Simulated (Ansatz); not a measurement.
Consider interstitial Ag in silicon, charge state +1. The step: one Ag atom jumps by itself; the atom moves 2.36 Å along (0.25, -0.25, -0.25) of the unit cell; the moving atom starts with neighbours 4 Si at 2.51, 6 Si at 2.79 Å and ends with 4 Si at 2.51, 6 Si at 2.79 Å. A PBE band in Ansatz (plane-wave PAW, a 2×2×2 k-point mesh shifted by half a step, 64 host sites, 17 SCF runs with any check of the saddle's order, static, no finite-size correction) gives a forward barrier of 0.37 eV. The saddle point's order was not checked, and it lies on a symmetry element of the cell, where a band can be held. The charge state is imposed; whether it is stable for some Fermi level was not computed. Sites that were not tried may lie lower.

Single points at the band's start and saddle point can refine it. Rough cost of one point, in units of the band's mean SCF on the same machine:

```json
[
 {"Level": "PBE, a 3×3×3 k-point mesh shifted by half a step", "Cost of one point": "about 3"},
 {"Level": "r2SCAN at 500 eV, a 2×2×2 k-point mesh shifted by half a step", "Cost of one point": "under 2"}
]
```

Q: Which of these move the barrier by more than 0.1 eV, and how far does each move it?

A: Not one does. PBE, a 3×3×3 k-point mesh shifted by half a step: 0.00 eV; r2SCAN at 500 eV, a 2×2×2 k-point mesh shifted by half a step: -0.04 eV. Each functional is compared with PBE at the same k-points.

Ansatz is a program for electronic structure.
